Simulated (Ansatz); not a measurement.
Base system: BeTe in the zinc blende structure (space group F-43m, No. 216; a = 5.554 Å). Axes: x, y, z lie along the cube axes.

The values are results of DFT with LDA, PAW potentials and a 420 eV plane-wave cutoff in Ansatz (an electronic-structure program), no spin-orbit coupling, not measurements.

For the base:

The volume per atom is 21.42 Å³.

Perturbation: tensile biaxial strain of 3.00 % in the plane normal to [001], as in epitaxy on a mismatched substrate; the out-of-plane cell vector and the atoms relax.

Q: Predict the new volume per atom.

A: The volume per atom increases by 0.74 Å³ to 22.16 Å³.

Q: Estimate the effect on the in-plane stress.

A: The mean in-plane stress (compression positive) is -3.0 GPa.

Whether these cells are dynamically stable was not tested.
